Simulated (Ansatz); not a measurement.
# Thermal expansion of Lu in the hcp (Mg type) structure

Method: quasi-harmonic lattice dynamics, LDA in Ansatz (a first-principles code); phonon mesh 3×3×3, k mesh 12×12×6. The run noted for some of its cells that some bands missed the eigensolver's tolerance.

| T (K) | α_a (10⁻⁶/K) | α_c (10⁻⁶/K) | C_P (J/mol/K) | bulk modulus B_T (GPa) | γ |
|---|---|---|---|---|---|
| 100 | 1.9 | 16.3 | 22.4 | 54.6 | 0.77 |
| 200 | 1.9 | 19.7 | 25.0 | 53.3 | 0.79 |
| 300 | 1.4 | 22.2 | 25.9 | 52.0 | 0.80 |
| 400 | 0.7 | 24.8 | 26.6 | 50.8 | 0.79 |

```
Property                                                    Value
---------------------------------------  ------------------------
conventional lattice constants at 300 K  a = 3.389 Å, c = 5.258 Å
entropy at 300 K                                   50.1 J/(mol K)
adiabatic bulk modulus at 300 K                          52.4 GPa
bulk modulus without vibrations                          56.0 GPa
zero-point volume expansion                                0.16 %
```

Computed at 300 K against measurement: linear expansion coefficient 8.34 computed, 9.90 measured 10⁻⁶/K (-16 %; Wikipedia, Thermal expansivities of the elements); lattice constant a 3.389 computed, 3.505 measured Å (-3.3 %; Wikipedia, Lutetium (infobox)); lattice constant c 5.258 computed, 5.549 measured Å (-5.2 %; Wikipedia, Lutetium (infobox)).  

Values include zero-point motion; explicit anharmonicity at fixed volume is left out.

The crystal is held in this phase throughout; melting and phase transitions are not modelled.

The PAW data sets were generated under PBE and serve the other functionals too.
